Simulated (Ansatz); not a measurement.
The starting structures come from a database of crystals and need not be the phases stable at ambient conditions.

Tunnelling through a barrier is set by its complex band structure: the current falls as exp(−2κd) with the smallest κ.

Consider the following.

```xyz
8
Lattice="9.2157 0.0000 0.0000 0.0000 9.4701 0.0000 4.6078 0.0000 2.6603" Properties=species:S:1:pos:R:3 pbc="T T T"
Na     6.1438     8.6860     0.0000
Na     3.0719     0.7841     0.0000
Na     3.0719     3.9509     0.0000
Na     6.1438     5.5192     0.0000
Na     0.0000     2.3675     0.0000
Na     0.0000     7.1026     0.0000
Sb     3.0719     7.1026     0.0000
Sb     6.1438     2.3675     0.0000
```

Space group of this cell: P6_3/mmc. The cell is taken as given.

Transport runs along the normal of the first two printed cell vectors, the (110) plane of the conventional cell.

The gap is the functional's own. No spin-orbit coupling. Mid-gap values are interpolated on the energy grid.

Question: Predict the band gap and the smallest decay constant κ at mid-gap from Ansatz (a first-principles code) with PBEsol.

Answer: Gap 0.42 eV on a 12×4×12 mesh; κ = 0.040 1/Å, at the zone centre.
